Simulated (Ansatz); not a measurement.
An Ansatz (a quantum-chemistry and plane-wave program) run: Cu2O with a change (Cu → Zn); PBE, PAW, 420 eV (Ansatz; no spin-orbit coupling), earlier PAW set.

Input:

Ansatz 0.2 input:
```yaml
crystal:
  lattice:
    - [4.5974032511, 0, 0]
    - [0, 4.5974032511, 0]
    - [0, 0, 4.5974032511]
  atoms:
    - { symbol: Zn, position: [0.75, 0.75, 0.75] }
    - { symbol: Zn, position: [0.75, 0.25, 0.25] }
    - { symbol: Zn, position: [0.25, 0.75, 0.25] }
    - { symbol: Zn, position: [0.25, 0.25, 0.75] }
    - { symbol: O, position: [0, 0, 0] }
    - { symbol: O, position: [0.5, 0.5, 0.5] }
basis: { ecutwfc: 420, ecutrho_ratio: 4, xc_grid: 2, fft_grid_basis: typed }
kpoints: { mp_grid: { grid: [10, 10, 10] } }
hamiltonian:
  xc: pbe
  dispersion: none
  pseudopotentials: { azcp: { folder: ./paw }, kind: paw }
scf: { occupations: { method: fermi_dirac, width: 0.05 }, convergence: { dr2_threshold: 0.0000000006 } }
output: { forces: true, stress: true }
checkpoint: { write: state.ck, write_every: 1000 }
```

Output (explanatory and most iteration lines left out):

```
Pseudopotential: Zn, paw, valence charge 12
Pseudopotential: O, paw, valence charge 6
Crystal: 6 atoms, lattice volume = 97.171 Å³
Basis set: ecut = 420 eV, 1935 PW (Γ), exchange–correlation on 64×64×64 points (8 copies of the dense FFT grid, shifted against one another)
Bands: 36, of which v1, the nominal top of the filled ones, is band 30 counted from 1 (29 counted from 0)
Symmetry: 48 space group operations
Space group: Pn-3m (ITA 224), of the structure as read, at distance tolerance 4.6e-5 Å
k-points: 56 of 1000
Functional: x = pbe(κ = 0.804, μ = 0.2195149727645171), c = pbe(β = 0.06672455060314922)
SCF iter   1: F=—  HF=-14409.422239 eV  |F-HF|=—  |Δ(HF+E_count)|=         —  Δρ=9.08e-2  dr2=5.95e0  ethr=3.10e-3  ⟨swp⟩=6.6  Hψ=9554  notcnv=0  defer=2
SCF iter   2: F=—  HF=-14408.322996 eV  |F-HF|=—  |Δ(HF+E_count)|=    1.10e0  Δρ=2.50e-2  dr2=6.15e-1  ethr=3.10e-3  ⟨swp⟩=2.8  Hψ=4409  notcnv=0  defer=18
SCF 1 converged in 11 iterations: F = -14408.225073 eV  dr2 = 3.58e-11
SCF converged after 11 iterations
Free energy (F): -14408.225073 eV
Internal energy: -14408.209638 eV  (E = F + TS)
E sigma→0 (E₀):  -14408.217355 eV
Entropy (-TS):   -0.015435 eV (-2.572 meV/atom)
Fermi energy:    7.644832 eV
--- Forces (eV/Å), atoms counted from 1 ---
  atom   1  Zn     0.00000000    -0.00000000     0.00000000
  atom   2  Zn     0.00000000    -0.00000000     0.00000000
  atom   3  Zn     0.00000000    -0.00000000     0.00000000
  atom   4  Zn     0.00000000    -0.00000000    -0.00000000
  atom   5  O      0.00000000    -0.00000000    -0.00000000
  atom   6  O      0.00000000    -0.00000000     0.00000000
--- Stress (GPa, compression-positive) ---
       -0.004198      -0.000000       0.000000
        0.000000      -0.004198       0.000000
        0.000000       0.000000      -0.004198
  P = ⅓ Tr σ = -0.0042 GPa (-0.042 kbar)
```

No phonon test of stability was made. All final runs are without spin polarisation. The cell was made from Cu2O by this change: Cu → Zn; the result is a hypothetical phase, not in the database extracts checked.
